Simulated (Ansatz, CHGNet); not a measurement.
For AlB2-type TiB₂, the machine-learned potential CHGNet 0.3.0 (trained on PBE and PBE+U data) gives:

| Property | Value |
|---|---|
| lattice constant a | 3.035 Å |
| lattice parameter c | 3.218 Å |

Q: What does HSE06 (plane waves, PAW; Ansatz, an electronic-structure program) give for the same quantities?

A: 
- lattice constant a: 3.014 Å (shrinks by 0.7 %)
- lattice parameter c: 3.202 Å (shrinks by 0.5 %)

For comparison: lattice constant a 3.029 Å (measured, 293 K, not corrected to a static lattice; as tabulated in R. G. Munro, J. Res. NIST 105, 709 (2000), Material Properties of Titanium …); lattice parameter c 3.229 Å (measured, 293 K, no zero-point or thermal correction; as tabulated in R. G. Munro, J. Res. NIST 105, 709 (2000), Material Properties of Titanium …).

Changes are worked out from the printed values.

Unless a cell is named, each level is at its own relaxed cell (CHGNet 0.3.0 8.56, HSE06 8.40 Å³/atom).

Caveats: hybrids on metals are sensitive to the k mesh and can open a false gap (HSE06). Ansatz's density-functional and Hartree–Fock values are scalar-relativistic unless marked +SOC, with PAW data made under PBE.
